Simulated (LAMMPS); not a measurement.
Al (fcc) with 50 % of Al sites Cu at 800 K and zero pressure, started from the crystal, with several potentials, in cells of their own sizes.

Models:
- EAM-type AlCu.adp: classical MD, pair style adp, file AlCu.adp (LAMMPS); Apostol and Mishin, Phys Rev B 83, 054116 (2011)
- EAM-type AlCu.eam.alloy: classical MD, pair style eam/alloy, file AlCu.eam.alloy (LAMMPS); Cai and Ye, Phys Rev B, 54, 8398-8410 (1996)
- MEAM AlSiMgCuFe.meam: classical MD, pair style meam, file AlSiMgCuFe.meam (LAMMPS); Jelinek, Groh, Horstemeyer, Houze, Kim, Wagner, Moitra and Baskes, Phys Rev B, 85, 245102 (2012)

```
potential                                                              state                    volume  first peak of g(r), Al-Cu  coordination number of Al by Cu  mean phonon frequency  rough cost (ms per atom and simulated ps)
-----------------------  ---------------------------------------------------  ------------------------  -------------------------  -------------------------------  ---------------------  -----------------------------------------
EAM-type AlCu.adp        slow or partial motion within 30 ps, no clear phase    13.035 ± 0.008 Å³/atom         2.47 Å, height 4.6         6.00 (counted to 3.14 Å)                7.1 THz                                    3 to 10
EAM-type AlCu.eam.alloy                  crystal; no diffusion seen in 30 ps    14.613 ± 0.001 Å³/atom         2.69 Å, height 3.9         6.11 (counted to 3.38 Å)                5.3 THz                                     1 to 3
MEAM AlSiMgCuFe.meam                     crystal; no diffusion seen in 30 ps  14.4283 ± 0.0004 Å³/atom         2.72 Å, height 5.8         5.93 (counted to 3.30 Å)                7.8 THz                                   10 to 30
```

Costs are rough: whole-run CPU time with set-up and analysis, from shared machines, in bands a factor of about three wide.

Caution: the random arrangement on this lattice is imposed, and need not be a phase that exists in equilibrium.

Caution (rows EAM-type AlCu.eam.alloy; MEAM AlSiMgCuFe.meam): a run this short can hold a crystal over, or a liquid under, the potential's own melting point, which these runs don't give.

States go by the mean squared displacement: a species diffuses where it passes 1.5 Å², still rises and gives D over 1e-6 cm²/s; a crystal has left its structure where atoms lie 0.35 Å off their sites on average or a cubic box changes its shape by 3 %, or the axial ratios of another lie 8 % off the starting cell's, which the potential's own relaxation can also do.

The ± values are statistical; the model's systematic error is not in them.
